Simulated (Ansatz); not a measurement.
A computed series for Cu2O: response to strain

The parent structure is Cu2O (space group Pn-3m, No. 224; a = 4.244 Å). Axes: x, y, z lie along the cube axes.

Strains are applied to the cell and any free atomic positions relax; under biaxial strain the out-of-plane vector relaxes too.

Method: plane-wave PAW DFT at the r2SCAN level (Ansatz, a first-principles code, 500 eV), no spin-orbit coupling, earlier PAW set.

Notes on the quantities. pressure: mean of the normal stresses, compression positive; energy relative to the base: free energy F.

```tsv
case	space group	pressure	energy relative to the base	volume per atom	band gap
base	Pn-3m (No. 224)	0.00 GPa	0 meV/atom	12.74 Å³	0.79 eV
biaxial strain −0.51 %, plane normal [001], relaxed out of plane	P4_2/nnm (No. 134)	?	+0.1 meV/atom	12.73 Å³	0.78 eV
biaxial strain +3.32 %, plane normal [001], relaxed out of plane	P4_2/nnm (No. 134)	-1.09 GPa	?	12.82 Å³	0.63 eV
biaxial strain −0.22 %, plane normal [110], relaxed out of plane	Cmme (No. 67)	0.06 GPa	0.0 meV/atom	12.74 Å³	0.79 eV
biaxial strain +0.69 %, plane normal [110], relaxed out of plane	Cmme (No. 67)	?	+0.2 meV/atom	12.76 Å³	0.76 eV
isotropic strain +4.88 %	Pn-3m (No. 224)	-12.99 GPa	+91 meV/atom	14.70 Å³	0.51 eV
isotropic strain +5.16 %	Pn-3m (No. 224)	-13.46 GPa	+101 meV/atom	14.82 Å³	0.49 eV
isotropic strain +5.55 %	Pn-3m (No. 224)	?	+115 meV/atom	14.99 Å³	0.47 eV
```

Question: What belongs in the blanks?

Answer: 
- biaxial strain −0.51 %, plane normal [001], relaxed out of plane, pressure: 0.17 GPa
- biaxial strain +3.32 %, plane normal [001], relaxed out of plane, energy relative to the base: +4.2 meV/atom
- biaxial strain +0.69 %, plane normal [110], relaxed out of plane, pressure: -0.20 GPa
- isotropic strain +5.55 %, pressure: -14.08 GPa

Stability against distortions was not tested. No Hubbard U is applied. All final runs are without spin polarisation.
